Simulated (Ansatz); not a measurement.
BeSe: energy against volume

BeSe (zinc blende, F-43m, 16.865 Å³/atom and stress up to 0.01 GPa in the relaxed cell, cube axes along x, y and z) under an equal strain ε along all three axes. PBEsol in Ansatz, a plane-wave DFT program (PAW, default set), 420 eV, 11×11×11 Γ-centred mesh, Fermi-Dirac smearing 0.05 eV; ions are relaxed, or left where forces stay under 0.02 eV/Å, within the symmetry of each cell.

Here V stands for volume and E for E less E0.

| volume (Å³/atom) | E less E0 (meV/atom) | pressure (GPa) |
|---|---|---|
| 15.8731 | 15.94 | 5.41 |
| 16.1173 | 8.83 | 3.93 |
| 16.3640 | 3.87 | 2.54 |
| 16.6132 | 0.95 | 1.23 |
| 16.8649 | 0.00 | 0.00 |
| 17.1192 | 0.93 | -1.16 |
| 17.3760 | 3.67 | -2.24 |
| 17.6353 | 8.13 | -3.26 |
| 17.8972 | 14.25 | -4.21 |
| 18.4288 | ? | ? |

Question: Using the third-order Birch-Murnaghan form, a cubic in V^(-2/3), estimate the missing E at V = 18.4288 from the other rows, showing the fit.

Answer: With u = V^(-2/3) - 0.152, the rows have u = 0.006328, 0.004725, 0.003146, 0.001591, 0.000059, -0.001451, -0.002938, -0.004403, -0.005846. Least squares gives E = 0.001 - 50.2·u + 407186·u² - 196380·u³. Residuals (row less fit): 0.001, -0.004, 0.003, -0.001, 0.001, -0.002, 0.002, -0.003, 0.000; standard error 0.003 (degrees of freedom: 5). Its minimum lies at u = 0.000062, so V0 = (0.152062)^(-3/2) = 16.86. There d²E/du² = 814300 and d³E/du³ = -1178000, so B0 = (4/9) × 16.86^(-7/3) × 814300 × 0.160218 = 79.5 GPa (the last factor turns the table's units into GPa), and B0' = 4 + (2/3) × 0.152062 × (-1178000)/814300 = 3.9. B0' rests on the cubic coefficient alone and has a standard error of 0.1 from these residuals. At the withheld row, u = -0.008671, so E = 0.001 - 50.2 × (-0.008671) + 407186 × (-0.008671)² - 196380 × (-0.008671)³ = 31.179 meV/atom. The calculation gives 31.16 meV/atom, 0.019 meV/atom below the prediction (0.1 % of the range of E in the table). The row lies outside the fitted rows, so this is an extrapolation. The scatter of the fitted rows lies at the last printed digit.

Other structures, which can take over under pressure, weren't tried. The same form fitted to the pressure column gives B0' = 3.9; series where the two differ by over 0.4 aren't shown. Rows are the converged runs of the series near zero and its far end, less any whose ions stayed unrelaxed beside relaxed ones; series whose fitted rows scatter by over a few per cent of the range, as at a crossing or softening among them, aren't shown in this form.
